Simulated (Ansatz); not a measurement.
The starting structures come from a database of crystals and need not be the phases stable at ambient conditions.

By PBEsol, the system below comes out a metal.

Crystal: Ti2GaC (P6_3/mmc, not sure to be the ambient phase, 8 atoms a cell, 13.6 Å³ an atom, -4 GPa at this level); planes in its conventional cell.

Method: PBEsol (plane waves, PAW; Ansatz, a first-principles code).

Ballistic conductance counts the channels of both spins, as a mean over 0.1 eV about the Fermi level; spin-orbit coupling is left out.

```csv
plane,area (Å²),G/A (10¹⁵ S/m²)
(001),8.2,0.18
(100),40.9,___
```

Task: Some entries are withheld; supply them.

Result: 
- (100), G/A (10¹⁵ S/m²): 0.54
